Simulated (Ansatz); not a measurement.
Input and output of a self-consistent single point for Zn3Cu (P6_3/mmc, 8 atoms in the cell) (Ansatz, a quantum-chemistry and plane-wave program).

Method of the run: r2SCAN, harder PAW files (source: ansatz) made with PBE (plane waves; Ansatz).

The change in words: lattice scaled by 1.015; basis.ecutwfc: 51.4 Ry → 30.9 Ry. Reference geometry:
```
CELL_PARAMETERS angstrom
      5.53057     0.00000     0.00000
     -2.76528     4.78961     0.00000
      0.00000     0.00000     4.43595
ATOMIC_POSITIONS crystal
  Zn 0.83920 0.67840 0.25000
  Zn 0.16080 0.83920 0.75000
  Zn 0.32160 0.16080 0.25000
  Zn 0.16080 0.32160 0.75000
  Zn 0.83920 0.16080 0.25000
  Zn 0.67840 0.83920 0.75000
  Cu 0.33333 0.66667 0.25000
  Cu 0.66667 0.33333 0.75000
```

Reference input (self-consistent single point, DFT, r2SCAN, plane waves, harder PAW files (source: ansatz) made with PBE): basis.ecutwfc = 51.4 Ry; kpoints.mp_grid.grid = 4 4 5; hamiltonian.xc = r2scan; hamiltonian.pseudopotentials = {kind: paw, source: ansatz}; scf.occupations.method = fermi_dirac; scf.occupations.width = 0.01 Ry. This run's input differs from it in these lines:

Ansatz 0.2 input:
```diff
@@ -3,16 +3,16 @@
   lattice:
-    - [5.530570, 0.000000, 0.000000]
-    - [-2.765285, 4.789614, 0.000000]
-    - [0.000000, 0.000000, 4.435946]
+    - [5.613529, 0.000000, 0.000000]
+    - [-2.806764, 4.861458, 0.000000]
+    - [0.000000, 0.000000, 4.502485]
   atoms:
-    - { symbol: Zn, position_ang: [2.765285, 3.249274, 1.108987] }
-    - { symbol: Zn, position_ang: [-1.431312, 4.019444, 3.326960] }
-    - { symbol: Zn, position_ang: [1.333973, 0.770170, 1.108987] }
-    - { symbol: Zn, position_ang: [-0.000000, 1.540340, 3.326960] }
-    - { symbol: Zn, position_ang: [4.196597, 0.770170, 1.108987] }
-    - { symbol: Zn, position_ang: [1.431312, 4.019444, 3.326960] }
-    - { symbol: Cu, position_ang: [-0.000003, 3.193078, 1.108987] }
-    - { symbol: Cu, position_ang: [2.765288, 1.596536, 3.326960] }
+    - { symbol: Zn, position_ang: [2.806765, 3.298013, 1.125621] }
+    - { symbol: Zn, position_ang: [-1.452781, 4.079736, 3.376864] }
+    - { symbol: Zn, position_ang: [1.353983, 0.781722, 1.125621] }
+    - { symbol: Zn, position_ang: [0.000000, 1.563445, 3.376864] }
+    - { symbol: Zn, position_ang: [4.259546, 0.781722, 1.125621] }
+    - { symbol: Zn, position_ang: [1.452782, 4.079736, 3.376864] }
+    - { symbol: Cu, position_ang: [-0.000002, 3.240974, 1.125621] }
+    - { symbol: Cu, position_ang: [2.806767, 1.620484, 3.376864] }
 basis:
-  ecutwfc: 51.4 Ry
+  ecutwfc: 30.9 Ry
 kpoints:
```

Output (repeated stretches shortened):

```
SCF iter   1: F=—  HF=-58196.577353 eV  |F-HF|=—  |Δ(HF+E_count)|=         —  Δρ=2.40e-1  dr2=6.68e1  dr2_τ=2.03e0  ethr=3.10e-3  ⟨swp⟩=4.8  Hψ=3539  notcnv=0  defer=15
all-band conjugate gradients solve this SCF's bands
preconditioner: auto → Kerker (q_TF=auto, 2.845 Å⁻¹)
SCF iter   2: F=—  HF=-58201.016429 eV  |F-HF|=—  |Δ(HF+E_count)|=    4.44e0  Δρ=2.17e-1  dr2=3.18e1  dr2_τ=2.35e0  ethr=3.10e-3  ⟨swp⟩=4.0  Hψ=3206  notcnv=0  defer=48
   [... lines left out ...]
SCF iter  10: F=—  HF=-58191.055647 eV  |F-HF|=—  |Δ(HF+E_count)|=   2.63e-5  Δρ=1.06e-4  dr2=1.61e-5  dr2_τ=5.08e-7  ethr=1.20e-7  ⟨swp⟩=2.0  Hψ=1197  notcnv=0  defer=70
SCF iter  11: F=—  HF=-58191.055632 eV  |F-HF|=—  |Δ(HF+E_count)|=   1.49e-5  Δρ=7.05e-6  dr2=6.74e-8  dr2_τ=1.27e-9  ethr=6.33e-11  ⟨swp⟩=8.2  Hψ=5668  notcnv=0
SCF iter  12: F=-58191.055632 eV  HF=-58191.055632 eV  |F-HF|=2.62e-8  |Δ(HF+E_count)|=   7.51e-8  Δρ=5.02e-6  dr2=2.91e-8  dr2_τ=5.95e-10  ethr=4.27e-11  ⟨swp⟩=2.0  Hψ=3783  notcnv=0
SCF 1 converged in 12 iterations: F = -58191.055632 eV  dr2 = 2.91e-8
Free energy (F): -58191.055632 eV
Internal energy: -58190.871137 eV  (E = F + TS)
E sigma→0 (E₀):  -58190.963384 eV
Entropy (-TS):   -0.184495 eV (-23.062 meV/atom)
Fermi energy:    13.057711 eV
--- Forces (eV/Å), atoms counted from 1 ---
  atom   1  Zn    -0.00000003    -0.57289159     0.00000000
  atom   2  Zn     0.49613865    -0.28644582     0.00000000
  atom   3  Zn     0.49613868     0.28644577     0.00000000
  atom   4  Zn     0.00000003     0.57289159     0.00000000
  atom   5  Zn    -0.49613865     0.28644582     0.00000000
  atom   6  Zn    -0.49613868    -0.28644577     0.00000000
  atom   7  Cu     0.00000000     0.00000000     0.00000000
  atom   8  Cu    -0.00000000    -0.00000000     0.00000000
--- Stress (GPa, compression-positive) ---
       -8.825716       0.000000       0.000000
       -0.000000      -8.825716       0.000000
        0.000000       0.000000     -11.355183
  P = ⅓ Tr σ = -9.6689 GPa (-96.689 kbar)
  The stress holds the Pulay correction. Without it, at fixed plane waves, as pw.x and ABINIT print it: P = -107.6642 GPa
```

The run converged in 12 iterations. Against the reference run the free energy rises by 1.21 eV/atom, the pressure goes from -9.09 to -9.67 GPa and the largest force goes from 0.681 to 0.573 eV/Å.

The starting cell was generated: these elements placed on a structure prototype, without a prior relaxation; it need not be a known phase or ordering of this composition. For this run, on top of that: lattice scaled by 1.015. Spin polarisation is off. Ansatz's pressure includes its estimate of the finite-basis (Pulay) stress. Without the estimate this run gives -107.66 GPa. The cutoff lies below the one recommended for these files.
